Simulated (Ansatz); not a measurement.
A hypothetical phase is included: elements placed on a structure type, which no database files for this compound.

By PBEsol, the system below comes out a metal.

The ballistic (Sharvin) conductance counts the channels at the Fermi level: G/A = (e²/h) × channels of both spins per area.

Data:

```
NbP
1.0
    3.07169     0.00000     0.00000
    0.00000     3.07169     0.00000
    0.00000     0.00000     3.07169
Nb P
1 1
Direct
  0.00000   0.00000   0.00000
  0.50000   0.50000   0.50000
```

The cell was relaxed by PBE-D3(BJ); by PBEsol it stands under a pressure of 1.6 GPa.

The current flows along the normal of the first two printed cell vectors, the (001) plane of the conventional cell. No spin-orbit coupling; the value is a mean over 0.1 eV about the Fermi level.

Problem. Estimate the ballistic conductance per area that PBEsol run with Ansatz (a first-principles code) returns for this system.

Solution. 0.64 × 10¹⁵ S/m² for both spins.
